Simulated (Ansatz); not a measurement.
The reference is ZrO$_{2}$ in the fluorite structure (space group Fm-3m, No. 225; a = 5.116 Å).

All numbers come from PBE (Ansatz, a first-principles code, PAW, no spin-orbit coupling).

Before the change:

```
Item                    Result
-------------  ---------------
Gap character  indirect, X → Γ
Band gap               3.32 eV
Density             6.11 g/cm³
```

Now apply this change: full substitution Zr → Hf, then cell and atoms are relaxed.

Tabulated Pauling electronegativity and covalent radius: Zr 1.33, 1.75 Å; Hf 1.30, 1.75 Å.

### Question
Estimate the effect on the gap character.

### Answer
The gap character changes from indirect, X → Γ to direct at X.

### Question
Predict the new electron mass.

### Answer
The electron mass amounts to 1.2 mₑ along k, 0.74 mₑ across (at X).

### Question
How does this affect the band gap?

### Answer
The band gap increases by 0.43 eV to 3.75 eV.

### Question
What happens to the density?

### Answer
The density grows by 4.44 g/cm³ (6.11 g/cm³ → 10.55 g/cm³).

With Hf present, leaving out spin-orbit coupling can change the band edges. Effective masses come from finite differences of ±0.01 Å⁻¹. Along k means along the line from Γ to the band edge. Stability against distortions was not tested. This is not the structure that HfO2 has at room temperature and ambient pressure. This is not the structure that ZrO2 has at room temperature and ambient pressure.
